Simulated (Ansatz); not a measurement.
**Short convergence ladders for YbZn (P4mm, 2 atoms in the cell)**

```
YbZn
1.0
    3.59371     0.00000     0.00000
    0.00000     3.59371     0.00000
    0.00000     0.00000     3.59371
Yb Zn
1 1
Direct
  0.00000   0.00000   0.01391
  0.50000   0.50000   0.50000
```

Base method: PBEsol, default PAW files made with PBE (plane waves; Ansatz, a first-principles code).

Base settings: basis.ecutwfc = 420 eV; kpoints.mp_grid.grid = 9 9 9; hamiltonian.xc = pbesol; hamiltonian.pseudopotentials = {kind: paw} (the program's default PAW files); scf.occupations.method = fermi_dirac; scf.occupations.width = 0.1 eV.

The count of work is k-points × plane waves × bands × iterations; it is no time. Core times come from one kind of shared machine, to one figure; runs under 30 s give none.

**The width of Fermi-Dirac smearing**

In this ladder: kpoints.mp_grid.grid = 15 15 15.

Narrow widths need finer meshes than wide ones, so the last steps can hold mesh noise.

Only quantities that move along the ladder and can be compared are tabulated; pressure and forces are left out, as mesh noise rules them at narrow widths.

| scf.occupations.width | free energy less the last step's (meV/atom) | energy extrapolated to zero width less the last step's (meV/atom) |
|---|---|---|
| 1 eV | -1906.38 | -210.88 |
| 0.5 eV | -538.09 | -61.44 |
| 0.3 eV | -198.06 | -17.46 |
| 0.2 eV | -78.18 | -3.27 |
| 0.1 eV | 0.00 | 0.00 |

Widest scf.occupations.width that holds the free energy within 5 meV/atom: not settled: the last two steps still differ by 78 meV/atom, over half the tolerance, so the ladder does not show it.

Widest scf.occupations.width that holds the energy extrapolated to zero width within 2 meV/atom: not settled: the last two steps still differ by 3.3 meV/atom, over half the tolerance, so the ladder does not show it.

The extrapolation to zero width removes most of the smearing's effect on the energy.

**The width of Gaussian smearing**

In this ladder: kpoints.mp_grid.grid = 15 15 15; scf.occupations.method = gaussian.

Narrow widths need finer meshes than wide ones, so the last steps can hold mesh noise.

Only quantities that move along the ladder and can be compared are tabulated; pressure and forces are left out, as mesh noise rules them at narrow widths.

| scf.occupations.width | free energy less the last step's (meV/atom) | energy extrapolated to zero width less the last step's (meV/atom) |
|---|---|---|
| 1 eV | -327.00 | -19.05 |
| 0.5 eV | -82.27 | 4.71 |
| 0.3 eV | -25.73 | 4.89 |
| 0.2 eV | -9.34 | 1.86 |
| 0.1 eV | -1.68 | -0.05 |
| 0.05 eV | 0.00 | 0.00 |

Widest scf.occupations.width that holds the free energy within 5 meV/atom of the last step, with all finer ones: 0.1 eV; the step before is off by 9.3 meV/atom.

Widest scf.occupations.width that holds the energy extrapolated to zero width within 0.5 meV/atom of the last step, with all finer ones: 0.1 eV; the step before is off by 1.9 meV/atom.

The extrapolation to zero width removes most of the smearing's effect on the energy.

**The mesh under tetrahedron occupations**

In this ladder: scf.occupations.method = tetrahedron; scf.occupations.width = default.

Only quantities that move along the ladder and can be compared are tabulated.

| kpoints.mp_grid.grid | free energy less the last step's (meV/atom) | pressure (GPa) | largest difference of a force vector from the last step's (eV/Å) | count of work / last | core time / last (rough) |
|---|---|---|---|---|---|
| 4 4 4 | 76.11 | -2.80 | 0.015 | 0.026 | – |
| 5 5 5 | -16.88 | -3.02 | 0.002 | 0.028 | – |
| 6 6 6 | -8.87 | -3.18 | 0.001 | 0.060 | – |
| 7 7 7 | -0.07 | -2.97 | 0.001 | 0.060 | – |
| 9 9 9 | 2.24 | -3.17 | 0.000 | 0.10 | – |
| 11 11 11 | -1.50 | -3.08 | 0.001 | 0.19 | – |
| 14 14 14 | -0.52 | -3.12 | 0.001 | 0.40 | 0.3 |
| 17 17 17 | 0.05 | -3.12 | 0.000 | 0.56 | 0.5 |
| 21 21 21 | 0.00 | -3.12 | 0.000 | 1.0 | 1 |

Coarsest kpoints.mp_grid.grid that holds the free energy within 5 meV/atom of the last step, with all finer ones: 7 7 7, at 0.060 of the last step's count of work; the step before is off by 8.9 meV/atom.

Coarsest kpoints.mp_grid.grid that holds the forces within 0.01 eV/Å of the last step, with all finer ones: 5 5 5, at 0.028 of the last step's count of work; the step before is off by 0.015 eV/Å.

Coarsest kpoints.mp_grid.grid that holds the pressure within 0.2 GPa of the last step, with all finer ones: 5 5 5, at 0.028 of the last step's count of work; the step before is off by 0.32 GPa.

On the base run: the starting cell comes from a database of computed structures (which also holds hypothetical and non-ambient phases and stackings), without a prior relaxation at this level. Its lattice was rescaled by up to half a per cent. One atom was moved a little off its site on purpose. Spin polarisation is off. In the base run, with a pressure of about -3 GPa the cell is away from its equilibrium volume at this level. Ansatz's pressure includes its estimate of the finite-basis (Pulay) stress.

Left out of this page: 4 runs of the series outside the window shown, repeating another row's setting, or not comparable.

Keys are those of Ansatz 0.2.
